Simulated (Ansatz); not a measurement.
Amorphous Al₂₈O₄₃Zn, 72 atoms at 3.17 g/cm³, one PBE-relaxed geometry, zone centre. Methods: PBE, scalar-relativistic without spin-orbit coupling (Ansatz, an electronic-structure program); r2SCAN, scalar-relativistic without spin-orbit coupling (Ansatz); HSE06, scalar-relativistic without spin-orbit coupling (Ansatz). Plane waves to 420 eV (r2SCAN 500 eV); exact exchange is cut at the cell's faces. At PBE the levels at the filled edge of the gap are localised (band-tail or defect states), and the nearest spread-out levels lie 3.6 eV apart at the zone centre. All rungs ran without spin polarisation.

The cell was made by melting and quenching with the CHGNet potential and then relaxed with DFT. O atoms were pushed apart under 1.9 Å during the dynamics, to hinder bonds among them. The hot cell started wider than the set density and was brought back towards it in steps. It is the lowest in DFT energy of 2 quenches. It is a model cell: composition and starting density were chosen by hand, and all elements were melted together. No dispersion term was used. Its density started from a set value of 3.17 and ended at 3.17 g/cm³. Cooling (nominally 280 K/ps over its main leg) ran many orders faster than in experiment, which tends to leave more defects and strain. A cell of this size samples the disorder only roughly. The volume was held where the preparation left it, at a PBE pressure of 2.5 GPa. Stress components on the final sampling reach 7.4 GPa. Cycles of charging lowered its energy after that relaxation.

The relaxation ran on the zone centre alone. At PBE the level gap is 3.29 eV on a 2×2×2 Γ-centred mesh, and the spacing at the zone centre alone 3.28 eV.

What zone-centre spacing does r2SCAN give, roughly?

3.86 eV (+0.58 eV against PBE).

What zone-centre spacing does HSE06 give, roughly?

4.98 eV (+1.69 eV against PBE).

The highest filled and the lowest empty state spread over these numbers of atoms (participation numbers): PBE: 3.3 and 44.9; r2SCAN: 3.3 and 40.6; HSE06: 3.2 and 45.3.
